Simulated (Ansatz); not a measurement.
Defect migration in cubic BaZrO3: In-vacancy pair (In on one host Zr site, one O site vacant), charge state +1. The step: a nearby O atom hops onto the vacant site (In-vacancy distance between ideal sites 2.11 → 4.73 Å); the atom moves 2.46 Å along (0.00, 0.38, 0.44) of the unit cell; the moving atom starts with neighbours Zr at 2.06, Zr at 2.16 Å and ends with In at 2.21; Zr at 2.04 Å. DFT values are from Ansatz (plane-wave PAW, 420 eV unless said) in a cell of 60 host sites, spin-restricted, static, with no finite-size correction. The charge state is imposed; whether it is stable for some Fermi level was not computed. Forms of the defect that were not tried may lie lower. For the PBE band: the saddle point's order was not checked.

| Level | Forward barrier (eV) | Cost of the band or of the saddle's single point |
|---|---|---|
| CHGNet universal potential (has no charge state), its own band | 0.82 | - |
| PBE, the Γ point alone, band relaxed | 0.72 | roughly 40 core-minutes |
| PBE, a 2×2×2 k-point mesh shifted by half a step, same geometries | 0.60 | roughly 2.3 core-minutes |
| r2SCAN at 500 eV, the Γ point alone, same geometries | [?] | around 50 core-seconds (rough) |

### Question
Fill in the missing entries.

### Answer

- r2SCAN at 500 eV, the Γ point alone, same geometries, Forward barrier (eV): 0.76

Ansatz is an electronic-structure program.
